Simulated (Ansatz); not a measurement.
**Y, element substitutions**

Take Y in the hcp (Mg type) structure (space group P6_3/mmc, No. 194; a = 3.599 Å, c = 5.587 Å) as the base.

Each row replaces one element on all its sites; cell and atoms are relaxed.

Levels (all Ansatz, a program for electronic structure, PAW): PBEsol (420 eV, scalar-relativistic without spin-orbit coupling); r2SCAN (500 eV, spin-orbit coupling left out).

Pressures by level, all at the geometries relaxed with PBEsol:

```tsv
case	PBEsol	r2SCAN
base	0.0 GPa	3.0 GPa
Y → Mg	0.0 GPa	0.1 GPa
Y → Sc	0.0 GPa	3.1 GPa
```

Single points use the geometry relaxed with PBEsol. Their cutoffs differ, which shifts pressures a little. Whether these cells are dynamically stable was not tested. All final runs are without spin polarisation.
